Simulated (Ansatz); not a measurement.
# By hand: formation energy of Cs2Pb(ICl)2 (I4/mmm) from the elements

Subject: the formation energy of Cs2Pb(ICl)2 (I4/mmm) from the elements. Reaction: 2 I (Cmce) + Pb (fcc) + 2 Cs (bcc) + Cl2 (gas) → Cs2Pb(ICl)2 (I4/mmm). A negative value means that the right-hand side lies lower. The value is per atom of the solid.

Cs2Pb(ICl)2 (I4/mmm), 7 atoms in the cell; this is a cell from a database of computed structures that this text hasn't matched to a measured one. Conventional cell: a = b = 5.676 Å, c = 19.042 Å, α = β = γ = 90.00°.

Ansatz (an electronic-structure program) with PAW potentials; structures come from PBE+D3(BJ) relaxations, nuclei static, no net charge. Ansatz runs with its default PAW set. Other levels take these structures. The lattices are those relaxed with PBE+D3(BJ), so at other levels the solids can be strained, which adds to the spread. The runs are scalar-relativistic, without spin-orbit coupling.

Total energies of the cells in eV, at zero smearing width. They compare only within one column; the weights balance every element.

| cell | atoms | weight | r2SCAN+D4 | RPBE |
|---|---|---|---|---|
| Cs2Pb(ICl)2 (I4/mmm) | 7 | +2 | -40527.91344 | -40503.21012 |
| I (Cmce) | 4 | −1 | -30112.52910 | -30087.79593 |
| Pb (fcc) | 1 | −2 | -11920.99146 | -11921.63707 |
| Cs (bcc) | 1 | −4 | -5685.93366 | -5680.40067 |
| Cl2 (gas) | 2 | −2 | -2167.03971 | -2166.61720 |

r2SCAN+D4: 2 × (-40527.91344) − (-30112.52910) − 2 × (-11920.99146) − 4 × (-5685.93366) − 2 × (-2167.03971) = -23.501 eV; dividing by 14 atoms gives -1.68 eV/atom.

RPBE: 2 × (-40503.21012) − (-30087.79593) − 2 × (-11921.63707) − 4 × (-5680.40067) − 2 × (-2166.61720) = -20.513 eV; dividing by 14 atoms gives -1.47 eV/atom.

What follows from the r2SCAN+D4 value: A formula unit of Cs2Pb(ICl)2 has 7 atoms, so it forms with -1.6786 × 7 = -11.750 eV, or -1133.7 kJ/mol at 96.485 kJ/mol per eV.
